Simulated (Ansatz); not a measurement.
The starting structures come from a database of crystals and need not be the phases stable at ambient conditions.

 Where the default PAW files enter, the runs use the earlier of Ansatz's two default sets.

Inside the gap of an insulator the Bloch states are evanescent, with a wavenumber k + iκ along the transport direction.

Given:

```
MgTe
1.0
    4.49840     0.00000     0.00000
    0.00000     7.28905     0.00000
    2.24920     0.00000     3.89573
Mg Te
2 2
Direct
  0.33333   0.00401   0.33333
  0.66667   0.50401   0.66667
  0.33333   0.62599   0.33333
  0.66667   0.12599   0.66667
```

Space group of this cell: P6_3mc, wurtzite. The cell is strained (all lengths scaled by 0.98); by PBEsol its mean pressure is 1.8 GPa.

Transport runs along the normal of the first two printed cell vectors, the (100) plane of the conventional cell.

No gap correction and no spin-orbit coupling; mid-gap values are interpolated between computed energies.

Q: State the band gap and the smallest decay constant κ at mid-gap according to PBEsol (Ansatz, a program for electronic structure).

A: Gap 2.57 eV on a 8×4×8 mesh; κ = 0.170 1/Å, at the zone centre.
